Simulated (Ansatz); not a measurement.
## Effect of holes 5.0×10^20 cm⁻³ on GaN

The reference is GaN in the zinc blende structure (space group F-43m, No. 216; a = 4.4983 Å).

One thing is altered: 0.0114 holes added to each cell, a density of 5.0×10^20 cm⁻³, with a uniform compensating background at fixed cell and a 300 K Fermi–Dirac width.

All numbers come from PBEsol (Ansatz, a quantum-chemistry and plane-wave program; PAW; 420 eV plane waves; no SOC), earlier PAW set. Settings: 29×29×29 k-points, 0.0259 eV Fermi–Dirac smearing.

| quantity | base | changed | shift |
|---|---|---|---|
| gap between the host's bands | 1.70 eV | 1.72 eV | +0.011 eV |
| gap character | direct at Γ | direct at Γ | – |
| Fermi level relative to the doped band's edge (positive inside the band; to 0.05 eV) | – | +0.05 eV | – |

Cost of the whole job for the changed cell (relaxation, final SCF and bands): around 40 core-seconds (rough).

Charged cell with a jellium background: band edges are those of the host's band count, energies are not comparable with the neutral cell, and many-body gap narrowing is missing. No phonon test of stability was made. This is not the structure that GaN has at room temperature and ambient pressure.
